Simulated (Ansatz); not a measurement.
The starting structures come from a database of crystals and need not be the phases stable at ambient conditions.

# Evanescent states of CuCl (R3m, 2 atoms a cell, 19.5 Å³ an atom, -3 GPa at this level) along the normal of (001)

These are PBEsol (plane waves, PAW; Ansatz, a first-principles code) values and carry that method's errors.

The gap is the functional's own. No spin-orbit coupling. Mid-gap values are those at the computed energy nearest the middle.

Energies count from the valence-band top; κ is the least over a 12×12 mesh across the current.

```csv
E (eV),κ (1/Å),where
0.03,0.099,Γ
0.07,0.104,Γ
0.12,…,Γ
0.17,…,Γ
0.23,…,Γ
0.28,…,Γ
0.33,…,Γ
0.38,0.058,Γ
0.42,0.021,Γ
```

Task: What belongs in the gaps?

Result: 
- 0.12, κ (1/Å): 0.105
- 0.17, κ (1/Å): 0.103
- 0.23, κ (1/Å): 0.098
- 0.28, κ (1/Å): 0.090
- 0.33, κ (1/Å): 0.077
